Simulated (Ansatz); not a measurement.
S on the Rh site (S_Rh) in fcc Rh (start: the Rh site; 32-site cell, 6×6×6 shifted sampling), host crystal and elements as references (Δμ(Rh) = 0.00 eV, Δμ(S) = 0.00 eV; S taken from its element, since no compound that bounds it was computed at this level; only phases computed here count, gases as isolated molecules at 0 K). Method: PBE, PAW (plane waves to 420 eV; Ansatz, a first-principles code). In charge state 0 (not spin-polarised) the formation energy is 1.21 eV. The crystal has 7.12 × 10^22 Rh sites per cm³.

**Question.** Estimate the equilibrium concentration at 1100 K in the dilute limit, leaving out vibrational entropy and degeneracy.

**Answer.** kT = 0.0948 eV; c = N exp(−E_f / kT) = 7.12 × 10^22 × exp(−12.8) ≈ 2 × 10^17 cm^-3. An error of 0.2 eV in E_f moves this by a factor of 8.
